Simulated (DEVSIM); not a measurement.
Structure: abrupt Si p-n junction, at 300 K.

| layer (left to right) | material | thickness (μm) | Nd (cm⁻³) | Na (cm⁻³) | τn (s) | τp (s) |
|---|---|---|---|---|---|---|
| 1 | Si | 43.0 | - | 3.3e16 | 3.5e-5 | 3.5e-5 |
| 2 | Si | 9.00 | 2.3e13 | - | 3.5e-5 | 3.5e-5 |

Left contact: ohmic. Right contact: ohmic. Voltage is applied to the left contact. Recombination: SRH at mid-gap. Mobility is constant in doping.

The device is made up for the run: typed textbook-type constants, with dimensions and the other settings drawn at random. Values at 300 K.

| parameter | Si |
|---|---|
| gap (eV) | 1.124 |
| affinity (eV) | 4.05 |
| permittivity | 11.7 |
| Nc (cm⁻³) | 2.86e19 |
| Nv (cm⁻³) | 3.1e19 |
| μn (cm²/Vs) | 1417 |
| μp (cm²/Vs) | 470 |

DEVSIM, 1D drift-diffusion, Boltzmann statistics, complete ionisation; no tunnelling, impact ionisation, image-force lowering or self-heating.

Give the dark forward current.


```tsv
V (V)	J (A/cm²)
0.05	1.4e-7
0.15	6.8e-6
0.30	0.0017
0.40	0.049
0.55	1.7
0.65	9.7
0.75	31
0.90	68
1.00	82
1.10	91
1.25	100
1.35	110
1.50	120
1.60	120
```
